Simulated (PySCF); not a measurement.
PySCF 2.14.0, BP86/def2-svp, df: Ti(NH2)(Me)3 ([CH3][Ti]([CH3])([CH3])[NH2]), 16 atoms. The geometry is a generated start, not checked to be a minimum at this level.

task: energy
method: bp86
basis: def2-svp
two-electron scheme: density fitting
mol.max_memory: 3000 MB
mf.max_cycle: 100
mf.conv_tol: 1e-09 (default)
mf.grids.level: 3 (default)
basis functions: 142
grid points: 185048

```xyz
16

Ti     0.1271     0.1345    -0.1631
N      1.2282     1.1432    -1.2591
H      1.5268     0.8937    -2.2055
H      1.6562     2.0373    -1.0095
C      1.2427    -0.9214     1.2383
H      1.7015    -0.2474     1.9783
H      2.0520    -1.5053     0.7756
H      0.5936    -1.6252     1.7860
C     -0.9942    -1.2605    -1.2179
H     -1.7472    -0.7791    -1.8610
H     -1.5245    -1.9382    -0.5297
H     -0.3495    -1.8783    -1.8638
C     -1.1902     1.3203     0.9216
H     -0.6466     2.0590     1.5324
H     -1.7891     0.6958     1.6051
H     -1.8870     1.8715     0.2724
```

Charge 0 and multiplicity 1 are set for this test and not shown to be the ground state.

With the defaults (mf.DIIS = CDIIS, mf.diis = true, mf.level_shift = 0, mf.init_guess = minao, mf.diis_space = 8, mf.damp = 0, mf.diis_start_cycle = 1) it converges in 15 Fock builds. One run each on 2 threads, 1 BLAS thread, with these changes:
- mf.diis_space = 12
- mf.init_guess = atom
- mf.diis = false
- mf.level_shift = 0.1 Hartree
- mf.damp = 0.7, mf.diis_start_cycle = 8
- mf.DIIS = EDIIS
- mf.init_guess = mod_huckel
- mf.diis_space = 20
- mf.init_guess = 1e

Which runs fail or end elsewhere than the default run?

No convergence: mf.DIIS = EDIIS; mf.diis = false (the run ends without SCF convergence in 100 cycles). The rest reach the solution of the defaults.

| setting | Fock builds | end |
|---|---|---|
| the defaults | 15 | same solution |
| mf.level_shift = 0.1 Hartree | 15 | same solution |
| mf.diis_space = 20 | 15 | same solution |
| mf.diis_space = 12 | 15 | same solution |
| mf.init_guess = atom | 16 | same solution |
| mf.init_guess = mod_huckel | 19 | same solution |
| mf.damp = 0.7, mf.diis_start_cycle = 8 | 19 | same solution |
| mf.init_guess = 1e | 25 | same solution |
| mf.DIIS = EDIIS | 101 | no convergence |
| mf.diis = false | 101 | no convergence |
